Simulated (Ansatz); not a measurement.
We consider SnBr2 (P-3m1, No. 164, 3 atoms in the cell; start mp-1272139), described by PBEsol (Ansatz, a program for electronic structure, PAW).

Settings: plane-wave cutoff 500 eV, 12×12×6 k mesh (along the axes of the cell as run), gaussian smearing 0.02 eV, scalar-relativistic PAW data made under PBE.

Cell (relaxed at this level):

```
CELL_PARAMETERS angstrom
      4.28520     0.00000     0.00000
     -2.14260     3.71109     0.00000
      0.00000     0.00000     6.53225
ATOMIC_POSITIONS crystal
  Sn 0.00000 0.00000 0.50000
  Br 0.66667 0.33333 0.24570
  Br 0.33333 0.66667 0.75430
```

Task: What does this level give for the band gap?

Result: 
band gap: 1.78 eV (on the SCF k mesh)

Note: the relaxation could not lower the start's symmetry, so the cell can be a saddle point above a distorted one.

Spin–orbit coupling is not included.

The result took about 90 core-seconds (a rough figure).

A start named mp-… is a Materials Project structure, which need not be a measured phase.
